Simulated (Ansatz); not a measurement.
Abridged Ansatz (a first-principles code) output:

```
Relaxation: its limit of steps is 50 (relax.max_steps)
Pseudopotential: Si, paw, valence charge 4
Pseudopotential: Mo, paw, valence charge 14
Crystal: 3 atoms, lattice volume = 38.791 Å³
Basis set: ecut = 420 eV, 761 PW (Γ), exchange–correlation on 60×60×60 points (8 copies of the dense FFT grid, shifted against one another)
Bands: 15, of which v1, the nominal top of the filled ones, is band 11 counted from 1 (10 counted from 0)
Symmetry: 16 space group operations
k-points: 1183 of 15625
Functional: x = slater, c = lda
SCF iter   1: F=—  HF=-6061.925531 eV  |F-HF|=—  |Δ(HF+E_count)|=         —  Δρ=7.12e-3  dr2=1.18e-2  ethr=1.77e-3  ⟨swp⟩=5.1  Hψ=100897  notcnv=0
SCF iter   2: F=—  HF=-6061.923104 eV  |F-HF|=—  |Δ(HF+E_count)|=   2.43e-3  Δρ=3.92e-3  dr2=3.69e-3  ethr=5.35e-5  ⟨swp⟩=1.0  Hψ=27231  notcnv=0
SCF 1 converged in 7 iterations: F = -6061.921907 eV  dr2 = 1.09e-10
relax step   1: F+E_penalty+E_count = -6061.92190689 eV  Δ(F+E_penalty+E_count) = +0.000e0 eV  max|allowed force component| = 3.561e-2 eV/Å  Δτ_max = 0.0000 Å  (7 SCF iters, accepted)
Crystal: 3 atoms, lattice volume = 38.791 Å³
SCF iter   1: F=—  HF=-6061.921965 eV  |F-HF|=—  |Δ(HF+E_count)|=         —  Δρ=1.11e-4  dr2=9.43e-6  ethr=4.18e-8  ⟨swp⟩=2.0  Hψ=69092  notcnv=0
SCF iter   2: F=—  HF=-6061.921964 eV  |F-HF|=—  |Δ(HF+E_count)|=   1.56e-6  Δρ=6.00e-5  dr2=2.71e-6  ethr=4.18e-8  ⟨swp⟩=1.0  Hψ=17851  notcnv=0
SCF 2 converged in 5 iterations: F = -6061.921962 eV  dr2 = 9.73e-11
relax step   2: F+E_penalty+E_count = -6061.92196243 eV  Δ(F+E_penalty+E_count) = -5.554e-5 eV  max|allowed force component| = 9.243e-3 eV/Å  Δτ_max = 0.0012 Å  (5 SCF iters, accepted)
Crystal: 3 atoms, lattice volume = 38.791 Å³
SCF iter   1: F=—  HF=-6061.921967 eV  |F-HF|=—  |Δ(HF+E_count)|=         —  Δρ=3.91e-5  dr2=1.17e-6  ethr=5.28e-8  ⟨swp⟩=2.2  Hψ=44948  notcnv=0
SCF iter   2: F=—  HF=-6061.921967 eV  |F-HF|=—  |Δ(HF+E_count)|=   8.70e-8  Δρ=2.09e-5  dr2=3.27e-7  ethr=5.34e-9  ⟨swp⟩=1.0  Hψ=27209  notcnv=0
SCF 3 converged in 5 iterations: F = -6061.921966 eV  dr2 = 9.74e-12
relax step   3: F+E_penalty+E_count = -6061.92196645 eV  Δ(F+E_penalty+E_count) = -4.017e-6 eV  max|allowed force component| = 5.628e-6 eV/Å  Δτ_max = 0.0004 Å  (5 SCF iters, accepted)
SCF converged after 5 iterations
Free energy (F): -6061.921966 eV
Internal energy: -6061.912926 eV  (E = F + TS)
E sigma→0 (E₀):  -6061.917446 eV
Entropy (-TS):   -0.009040 eV (-3.013 meV/atom)
Fermi energy:    16.372746 eV
--- Forces (eV/Å), atoms counted from 1 ---
  atom   1  Si     0.00000000    -0.00000000     0.00000563
  atom   2  Si     0.00000000    -0.00000000    -0.00000563
  atom   3  Mo     0.00000000     0.00000000     0.00000000
--- Stress (GPa, compression-positive) ---
        1.026974      -0.000000      -0.000000
       -0.000000       1.026974      -0.000000
        0.000000       0.000000       5.566913
  P = ⅓ Tr σ = 2.5403 GPa (25.403 kbar)
--- Relaxed structure (3 steps of the walk, 3 accepted, 0 SCFs on fresh bases) ---
  atoms:
    - { symbol: Si, position: [0.6650064594429548, 0.6650064594429548, -1.0113053857103275e-35] }
    - { symbol: Si, position: [0.33499354055704544, 0.33499354055704544, -9.164955057999843e-36] }
    - { symbol: Mo, position: [1.877179264522122e-20, 1.877179264522124e-20, 1.9278008915103112e-35] }
```

What was computed, and what are the main results?

MoSi2, 3 atoms in the cell, with LDA (Ansatz, PAW, no SOC). The last SCF converged to F = -6061.921966 eV, or -2020.6407 eV per atom, at a pressure of 2.54 GPa. The total energy compares only with runs of the same code, potentials and settings.

The cells carry an imposed strain or load. Whether these cells are dynamically stable was not tested. The final runs are not spin-polarised. The cell was made from MoSi2 (space group I4/mmm, No. 139) by this change: uniaxial strain ε_zz = −1.00 %.

Keys are those of Ansatz 0.2.
